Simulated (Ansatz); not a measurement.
Band structure of AlN (P6_3mc, 12 atoms in the cell).

```
CELL_PARAMETERS angstrom
      3.08019     0.00000     0.00000
     -1.54010     2.66753     0.00000
      0.00000     0.00000    15.11439
ATOMIC_POSITIONS crystal
  Al 0.00000 0.00000 0.00000
  Al 0.00000 0.00000 0.50000
  Al 0.66667 0.33333 0.83325
  Al 0.33333 0.66667 0.33325
  Al 0.66667 0.33333 0.16650
  Al 0.33333 0.66667 0.66650
  N  0.00000 0.00000 0.87460
  N  0.00000 0.00000 0.37460
  N  0.66667 0.33333 0.70785
  N  0.33333 0.66667 0.20785
  N  0.66667 0.33333 0.04150
  N  0.33333 0.66667 0.54150
```

Level of theory: PBE, PAW files (plane waves; Ansatz, a program for electronic structure).

Settings: basis.ecutwfc = 420 eV; kpoints.mp_grid.grid = 12 12 3; hamiltonian.xc = pbe; hamiltonian.pseudopotentials = {kind: paw} (the program's default PAW files); scf.occupations.method = fermi_dirac; scf.occupations.width = 0.05 eV; kpoints.band_path.npoints = 16.

The starting cell was generated: these elements placed on a structure prototype, without a prior relaxation; it need not be a known phase or ordering of this composition. Its lattice was rescaled by a random factor within 2.5 % of one.

Problem. Predict the gap along the standard path and the places of the band edges.

Solution. The gap along the path is 3.85 eV, from Γ to M; the smallest direct gap on it is 4.28 eV.

Levels in eV from the top of the valence band on the path, bands 21 to 28:
```tsv
point	21	22	23	24	25	26	27	28
Γ	-0.10	-0.01	0.00	0.00	4.28	5.66	5.80	6.98
M	-0.91	-0.84	-0.77	-0.50	3.85	4.32	5.61	5.85
K	-1.63	-1.10	-1.00	-1.00	5.77	5.77	6.04	6.47
A	-0.04	-0.04	-0.04	-0.04	4.77	4.77	6.58	6.58
L	-0.87	-0.87	-0.60	-0.60	4.03	4.03	5.83	5.83
H	-1.33	-1.33	-1.09	-1.09	5.80	5.80	6.25	6.25
```

Keys are those of Ansatz 0.2.
